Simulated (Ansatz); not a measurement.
## A computed series for Cu: response to strain

Base system: Cu in the fcc (Cu type) structure (space group Fm-3m, No. 225; a = 3.5184 Å; relaxed with 0.1 eV smearing). Axes: x, y, z lie along the cube axes.

Strains are applied to the cell and any free atomic positions relax.

Level of theory: Kohn–Sham DFT with the LDA functional, run in Ansatz (a program for electronic structure) with PAW and 420 eV plane waves, scalar-relativistic without spin-orbit coupling.

Notes on the quantities. energy relative to the base: free energy F.

```
change                       energy relative to the base  shortest interatomic distance
---------------------------  ---------------------------  -----------------------------
base                                          0 meV/atom                        2.488 Å
tensor shear ε_xy = +0.29 %                +0.1 meV/atom                        2.481 Å
tensor shear ε_xy = +1.71 %                   (withheld)                     (withheld)
tensor shear ε_xy = +0.57 %                +0.4 meV/atom                        2.474 Å
tensor shear ε_xy = +1.14 %                +1.8 meV/atom                        2.459 Å
tensor shear ε_xy = +2.00 %                +5.5 meV/atom                        2.438 Å
tensor shear ε_xy = +0.86 %                +1.0 meV/atom                        2.466 Å
tensor shear ε_xy = +1.43 %                +2.8 meV/atom                        2.452 Å
```

Complete the table.


- tensor shear ε_xy = +1.71 %, energy relative to the base: +4.0 meV/atom
- tensor shear ε_xy = +1.71 %, shortest interatomic distance: 2.445 Å

Stability against distortions was not tested. All final runs are without spin polarisation.
